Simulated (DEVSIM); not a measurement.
Device: TaN/SiON/n-Si capacitor, at 300 K.

Layer 1 from the left is SiON, thickness (nm) 22.0. Layer 2 from the left is Si, thickness (nm) 9900, Nd (cm⁻³) 3.4e15.

Metal gate on the left, work function 4.4 eV. Fixed charge at the semiconductor interface -2.3e11 cm⁻² (in units of +e); no interface traps.

This is a model device: material constants are rounded textbook-type values typed into the input, and sizes, dopings and lifetimes were drawn at random. Values at 300 K.

SiON: gap (eV) 7, affinity (eV) 1.4, permittivity 5.5. Si: gap (eV) 1.124, affinity (eV) 4.05, permittivity 11.7, Nc (cm⁻³) 2.86e19, Nv (cm⁻³) 3.1e19.

Problem. Estimate by hand the flat-band voltage, the threshold voltage, and compare with a numerical solution.

Solution. 
- Flat-band voltage: C = 0.221 μF/cm², work-function difference 0.116 V; VFB = φms − qNf/C = 0.28 V; numerical 0.28 V.
- Threshold voltage: φF = 0.327 V, depletion charge √(4εqNφF) = 2.72e-8 C/cm²; VT = VFB − 2φF − Qd/C = -0.49 V; numerical -0.49 V.

Model (solved in DEVSIM): 1D Poisson equation in equilibrium, Boltzmann statistics, complete ionisation; no quantum confinement or tunnelling. Metal contacts follow the ideal Schottky-Mott rule: no Fermi-level pinning, no interface dipoles.
